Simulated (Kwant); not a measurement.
Model system: six-terminal Hall bar in a Si two-dimensional gas. Effective mass 0.19 mₑ, grid spacing 12 nm, hard walls, nominal width 300 nm (25 grid rows, so walls 312 nm apart), one parabolic valley, scattering region 780 nm long along x; energies count from the band bottom; Fermi energy 0.000486 eV. Four side probes 150 nm wide, two on each edge; current runs along x; the sign of the Hall resistance is a convention. Perpendicular field swept from 0.066469 to 1.356 T, also in the leads; orbital effect alone.

Constants are typed, rounded textbook-type inputs, not results; the design itself was drawn at random and stands for no fabricated device.

Model: effective-mass tight-binding model on a square grid, one spin, coherent transport at 0 K (Kwant). Resistances are in h/e².

**Question.** How many Landau levels lie under the Fermi energy, and what Hall resistance follows, at 0.486 meV and 0.132 T; 0.486 meV and 0.460 T; 0.486 meV and 0.678 T; 0.486 meV and 0.788 T?

**Answer.** ħωc = ħeB/m = 0.609 meV a tesla; levels lie at (n + ½)ħωc. E/ħωc = 6.04 gives 6 levels and h/(6e²) = 0.167; simulated 0.135, off the plateau. E/ħωc = 1.73 gives 2 levels and h/(2e²) = 0.500; simulated 0.500. E/ħωc = 1.18 gives 1 level and h/(1e²) = 1.000; simulated 1.000. E/ħωc = 1.01 gives 1 level and h/(1e²) = 1.000; simulated 1.000. The count is that of a wide sample; where the walls of bar or probes squeeze the orbits, it misses.
